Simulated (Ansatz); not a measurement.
## ScCuO2: isotropic strain −2.25 %

Start from ScCuO₂ (space group P6_3/mmc, No. 194; a = 3.203 Å, c = 11.284 Å).

Perturbation: the cell is scaled by 0.9775 in all directions; the atoms relax in the strained cell.

Calculations: DFT with PBEsol, PAW potentials and a 420 eV plane-wave cutoff in Ansatz (an electronic-structure program), without spin-orbit coupling. k-mesh 12×12×3 (Γ-centred); smearing 0.05 eV (Fermi–Dirac).

```json
[
 {"quantity": "volume per atom", "base": "12.53 Å³", "changed": "11.70 Å³", "shift": "-0.83 Å³"},
 {"quantity": "space group", "base": "P6_3/mmc (No. 194)", "changed": "P6_3/mmc (No. 194)", "shift": "–"},
 {"quantity": "shortest interatomic distance", "base": "1.811 Å", "changed": "1.770 Å", "shift": "-0.0418 Å"},
 {"quantity": "energy relative to the base (free energy F)", "base": "0 meV/atom", "changed": "+30 meV/atom", "shift": "+30 meV/atom"},
 {"quantity": "pressure (mean of the normal stresses, compression positive)", "base": "0.0 kbar", "changed": "124.0 kbar", "shift": "+124.0 kbar"},
 {"quantity": "band gap", "base": "2.33 eV", "changed": "2.32 eV", "shift": "-0.01 eV"},
 {"quantity": "gap character", "base": "direct at M", "changed": "direct at M", "shift": "–"},
 {"quantity": "mean gap deformation potential ΔEg/Δln V", "base": "–", "changed": "+0.1 eV", "shift": "–"}
]
```

Cost of the whole job for the changed cell (relaxation, final SCF and bands): around 30 core-seconds (rough).

Stability against distortions was not tested. No Hubbard U is applied. All final runs are without spin polarisation.
